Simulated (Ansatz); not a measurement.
Take Be in the hcp (Mg type) structure (space group P6_3/mmc, No. 194; relaxed with 0.1 eV smearing) as the base.

```xyz
2
Lattice="2.2627 0.0000 0.0000 -1.1314 1.9596 0.0000 0.0000 0.0000 3.5664" Properties=species:S:1:pos:R:3 pbc="T T T"
Be     1.1314     0.6532     2.6748
Be     0.0000     1.3064     0.8916
```

Cartesian axes are those of the cell as printed.

Method: PBE (Ansatz, a first-principles code), scalar-relativistic without spin-orbit coupling.

Before the change:

| Item | Value |
|---|---|
| Shortest interatomic distance | 2.211 Å |
| Pressure | 0.0 GPa |
| Band gap | zero |

Perturbation: the cell is compressed by 3.00 % along z with no lateral relaxation, atoms relaxed at fixed cell.

Question: Predict the new energy relative to the base.

Answer: The energy rises by 8.8 meV/atom.

Question: What does the calculation give for the shortest interatomic distance after the change?

Answer: The shortest interatomic distance falls by 0.043 Å (2.211 Å → 2.168 Å).

Question: How does this affect the pressure?

Answer: The pressure (mean of the normal stresses, compression positive) goes from zero to 4.4 GPa.

Question: What happens to the band gap?

Answer: The band gap is still zero.

The cells carry an imposed strain or load. Whether these cells are dynamically stable was not tested.
